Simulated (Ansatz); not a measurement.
Functionals compared on the (10-10) surface of hcp Be in its 1x1 cell, outermost plane spacing 0.65 Å in the ideal cut, in Ansatz (plane waves, PAW). The structure was relaxed with PBE; the other rows are single points on it, each with its references at the same level. Cutoff 420 eV (500 eV for r2SCAN).

Model: 12-atom slab, 10.4 Å thick at the start (thin: gaps and levels are the slab's own), 16x11x1 mesh, Fermi-Dirac 0.1 eV, dipole correction, all atoms relaxed; symmetry of the start imposed; no spin, no spin-orbit, no U. These notes are the PBE run's.

| functional | surface energy (J/m²) | work function of the top face (eV) | rough cost of the single point |
|---|---|---|---|
| PBE | 1.92 | 4.52 | – |
| LDA | 2.15 | 4.70 | around 18 core-seconds (rough) |
| PBEsol | 2.09 | 4.58 | very roughly 17 core-seconds |
| RPBE | 1.79 | 4.44 | around 19 core-seconds (rough) |
| r2SCAN | 1.98 | 4.52 | around 30 core-seconds (rough) |

Ansatz is a first-principles code.
